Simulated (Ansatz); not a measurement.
Relaxed 54-atom cells of Ga(As,Sb) in the zinc blende type, of low symmetry and near-random order, with the end members in the same type and cell. Here −b is the interaction parameter Ω of a regular solution. Left out are ordered and sheared cells and those that changed their type; one cell stands for each fraction.

Level of theory: PBE (plane waves to 420 eV, PAW; Ansatz, a quantum-chemistry and plane-wave program). No spin–orbit coupling; with elements this heavy it can move edges by tenths of an eV.

| cell | fraction of Sb | mixing enthalpy (meV a mixed site) |
|---|---|---|
| GaAs | 0 | 0 |
| Ga27As19Sb8 | 0.2963 | 45 |
| Ga9As2Sb7 | 0.7778 | withheld |
| Ga27As5Sb22 | 0.8148 | 31 |
| GaSb | 1 | 0 |

**Question.** Fit y = y0 + (y1 − y0) x − b x (1 − x), with y0 and y1 the end rows to the rows shown by least squares, with x the second column and y the third, and predict the withheld row.

**Answer.** The fit gives b = -212, with a root-mean-square miss of 0.6 on the rows shown. At x = 0.7778 it predicts 37; the run gives 37, a miss of 0.
